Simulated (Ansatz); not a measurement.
Relaxation of cell and atoms of ZrC (Fm-3m, 2 atoms in the cell) at several settings

```
CELL_PARAMETERS angstrom
      0.00000     2.35643     2.35643
      2.35643     0.00000     2.35643
      2.35643     2.35643     0.00000
ATOMIC_POSITIONS crystal
  Zr 0.00000 0.00000 0.00000
  C  0.50000 0.50000 0.50000
```

Base: PBE in Ansatz (a quantum-chemistry and plane-wave program). Its settings: kpoints.mp_grid.grid = 8 8 8; hamiltonian.xc = pbe; hamiltonian.pseudopotentials = {kind: paw} (the program's default PAW files); scf.occupations.method = cold; scf.occupations.width = 0.1 eV. Starting volume 13.08 Å³ per atom.

Each line gives the change from the base single point and the result:

- hamiltonian.xc: pbe → lda; relax: default → cell and atoms [DFT, LDA (PW92), plane waves, default PAW files made with PBE]: pressure 0.00 GPa; final cell a = b = c = 3.2821 Å, α = β = γ = 60.00°; final volume per atom 12.50 Å³; relaxation steps 8.
- relax: default → cell and atoms: pressure -0.01 GPa; final cell a = 3.330 Å, b = 3.330 Å, c = 3.330 Å, α = 60.00°, β = 60.00°, γ = 60.00°; final volume per atom 13.05 Å³; relaxation steps 4; free energy against the base single point -0.1 meV/atom.
- relax: default → cell and atoms; relax.cell.p_target: default → 5 GPa: pressure 4.96 GPa; final cell a = b = c = 3.306 Å, α = β = γ = 60.00°; final volume per atom 12.77 Å³; relaxation steps 5; free energy against the base single point 4.1 meV/atom.

The starting cell comes from a database of computed structures (which also holds hypothetical and non-ambient phases and stackings), without a prior relaxation at this level. Ansatz's pressure includes its estimate of the finite-basis (Pulay) stress.

Keys are those of Ansatz 0.2.
